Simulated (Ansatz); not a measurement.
System: fluorite PbF₂ (high-temperature phase). Method: PBE0 (plane waves, PAW; Ansatz, a quantum-chemistry and plane-wave program).

Input:

Ansatz 0.2 input:
```yaml
crystal:
  lattice:
    - [0.0, 3.0222673071, 3.0222673071]
    - [3.0222673071, 0.0, 3.0222673071]
    - [3.0222673071, 3.0222673071, 0.0]
  atoms:
    - { symbol: Pb, position: [0.0, 0.0, 0.0] }
    - { symbol: F, position: [0.25, 0.25, 0.25] }
    - { symbol: F, position: [0.75, 0.75, 0.75] }
basis:
  ecutwfc: 460
  ecutrho_ratio: 4
  xc_grid: 2
kpoints:
  mp_grid: { grid: [8, 8, 8] }
hamiltonian:
  xc: pbe0
  dispersion: none
  pseudopotentials: { kind: paw }
scf:
  occupations: { method: fermi_dirac, width: 0.01 }
  convergence: { dr2_threshold: 0.0000000003 }
output:
  forces: true
  stress: true
  eigenvalues: true
```

Excerpt of the program's output:

```
WARN output.stress: scf.exx.energy_threshold = 1e-6 eV is looser than the 3e-8 eV advised for a stress under a hybrid functional (1e-8 eV for each atom of the …
Crystal: 3 atoms, lattice volume = 55.211 Å³
Basis set: ecut = 460 eV, 1243 PW (Γ), exchange–correlation on 60×60×60 points (8 copies of the dense FFT grid, shifted against one another)
Bands: 18, of which v1, the nominal top of the filled ones, is band 14 counted from 1 (13 counted from 0)
Symmetry: 48 space group operations
Space group: Fm-3m (ITA 225), of the structure as read, at distance tolerance 3.8e-5 Å
k-points: 29 of 512
Functional: x = pbe(κ = 0.804, μ = 0.2195149727645171), c = pbe(β = 0.06672455060314922), warm-up for x = 0.75 pbe(κ = 0.804, μ = 0.2195149727645171) + 0.25 exact, c = pbe(β = 0.06672455060314922)
SCF iter   1: F=—  HF=-13524.717103 eV  |F-HF|=—  |Δ(HF+E_count)|=         —  Δρ=9.94e-4  dr2=2.19e-4
SCF iter   2: F=-13524.717288 eV  HF=-13524.717246 eV  |F-HF|=4.17e-5  |Δ(HF+E_count)|=   1.43e-4  Δρ=4.97e-4  dr2=2.62e-5
Crystal: 3 atoms, lattice volume = 55.211 Å³
Initial density: handed on by an earlier stage of this run
Functional: x = 0.75 pbe(κ = 0.804, μ = 0.2195149727645171) + 0.25 exact, c = pbe(β = 0.06672455060314922)
  ...
Crystal: 3 atoms, lattice volume = 55.211 Å³
SCF iter   5: F=—  HF=-13524.900898 eV  |F-HF|=—  |Δ(HF+E_count)|=   4.45e-9  Δρ=1.78e-6  dr2=1.30e-9
SCF iter   6: F=-13524.900898 eV  HF=-13524.900898 eV  |F-HF|=1.82e-12  |Δ(HF+E_count)|=  4.06e-10  Δρ=4.95e-8  dr2=3.36e-12
SCF 3 converged in 6 iterations: F = -13524.900898 eV  dr2 = 3.36e-12
Free energy (F): -13524.900898 eV
Internal energy: -13524.900898 eV  (E = F + TS)
E sigma→0 (E₀):  -13524.900898 eV
Fermi energy:    6.048873 eV
--- Forces (eV/Å), atoms counted from 1 ---
  atom   1  Pb    -0.00000000    -0.00000000     0.00000000
  atom   2  F     -0.00000000     0.00000000    -0.00000000
  atom   3  F      0.00000000     0.00000000    -0.00000000
--- Stress (GPa, compression-positive) ---
       -3.075603       0.000000      -0.000000
       -0.000000      -3.075603       0.000000
       -0.000000      -0.000000      -3.075603
  P = ⅓ Tr σ = -3.0756 GPa (-30.756 kbar)
```

The cell is one volume of an energy–volume scan, off the minimum.

The PAW data were made under PBE.

The result took about 2.3 core-minutes (a rough figure).
